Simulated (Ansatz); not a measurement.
Ansatz (a program for electronic structure) run on CaGa (Cm, 4 atoms in the cell): self-consistent single point.

Level of theory: PBEsol, default PAW files made with PBE (plane waves; Ansatz).

```xyz
4
Lattice="2.1184 -5.6493 0.0000 2.1184 5.6493 0.0000 0.0000 0.0000 4.3152" Properties=species:S:1:pos:R:3 pbc="T T T"
Ca     2.1184     1.6308     3.2864
Ca     2.1184    -1.6308     1.0788
Ga     2.1184     4.9150     3.2364
Ga     2.1184    -4.9150     1.0788
```

Reference input (self-consistent single point, DFT, PBEsol, plane waves, default PAW files made with PBE): basis.ecutwfc = 420 eV; kpoints.mp_grid.grid = 6 6 6; hamiltonian.xc = pbesol; hamiltonian.pseudopotentials = {kind: paw} (the program's default PAW files); scf.occupations.method = gaussian; scf.occupations.width = 0.1 eV. This run's input differs from it in these lines:

Ansatz 0.2 input:
```diff
@@ -14,3 +14,3 @@
   mp_grid:
-    grid: [6, 6, 6]
+    grid: [10, 10, 10]
 hamiltonian:
@@ -21,4 +21,4 @@
   occupations:
-    method: gaussian
-    width: 0.1
+    method: cold
+    width: 0.05
 output:
```

Log, with long lists cut:

```
SCF iter   1: F=—  HF=-11075.775191 eV  |F-HF|=—  |Δ(HF+E_count)|=         —  Δρ=3.10e-3  dr2=1.25e-2  ethr=1.77e-3  ⟨swp⟩=8.8  Hψ=40322  notcnv=0
all-band conjugate gradients solve this SCF's bands
preconditioner: auto → Kerker (q_TF=auto, 2.384 Å⁻¹)
SCF iter   2: F=—  HF=-11075.773266 eV  |F-HF|=—  |Δ(HF+E_count)|=   1.93e-3  S|Δr|=    0.00e0  Δρ=1.55e-3  dr2=4.54e-3  ethr=2.71e-5  ⟨swp⟩=3.0  Hψ=17062  notcnv=0  defer=211
   [... lines left out ...]
SCF iter   5: F=—  HF=-11075.772043 eV  |F-HF|=—  |Δ(HF+E_count)|=   2.79e-5  S|Δr|=    0.00e0  Δρ=8.33e-5  dr2=1.28e-5  ethr=2.58e-7  ⟨swp⟩=2.0  Hψ=11876  notcnv=0  defer=211
SCF iter   6: F=—  HF=-11075.772048 eV  |F-HF|=—  |Δ(HF+E_count)|=   5.04e-6  S|Δr|=    0.00e0  Δρ=2.24e-5  dr2=8.95e-7  ethr=2.77e-8  ⟨swp⟩=2.0  Hψ=8971  notcnv=0  defer=211
SCF iter   7: F=-11075.772048 eV  HF=-11075.772048 eV  |F-HF|=2.89e-8  |Δ(HF+E_count)|=   9.16e-8  S|Δr|=    0.00e0  Δρ=5.85e-6  dr2=6.66e-8  ethr=2.17e-10  ⟨swp⟩=6.5  Hψ=36377  notcnv=0
SCF 1 converged in 7 iterations: F = -11075.772048 eV  dr2 = 6.66e-8
Stability not checked (fill_not_monotonic)
Free energy (F): -11075.772048 eV
Internal energy: -11075.771760 eV  (E = F + TS)
E sigma→0 (E₀):  -11075.771952 eV
Entropy (-TS):   -0.000288 eV (-0.072 meV/atom)
Fermi energy:    7.333813 eV
--- Forces (eV/Å), atoms counted from 1 ---
  atom   1  Ca    -0.00000000     0.03109671    -0.14601364
  atom   2  Ca     0.00000000    -0.02844102     0.04919086
  atom   3  Ga     0.00000000    -0.05464849    -0.00856662
  atom   4  Ga    -0.00000000     0.05199245     0.10538884
--- Stress (GPa, compression-positive) ---
       -1.025833       0.000000      -0.000000
        0.000000      -0.439537      -0.041038
       -0.000000      -0.041038      -0.675308
  P = ⅓ Tr σ = -0.7136 GPa (-7.136 kbar)
  The stress holds the Pulay correction. Without it, at fixed plane waves, as pw.x and ABINIT print it: P = -0.7264 GPa
```

The run converged in 7 iterations. Against the reference run the free energy rises by 3.3 meV/atom, the pressure stays near -0.71 GPa while the xx stress (positive for compression) goes from -1.36 to -1.03 GPa and the largest force hardly changes (0.152 to 0.149 eV/Å).

The starting cell comes from a database of computed structures (which also holds hypothetical and non-ambient phases and stackings), without a prior relaxation at this level. Its lattice was rescaled by up to half a per cent. One atom was moved a little off its site on purpose. Ansatz's pressure includes its estimate of the finite-basis (Pulay) stress.

Cost on one core of a shared machine: roughly 40 s.
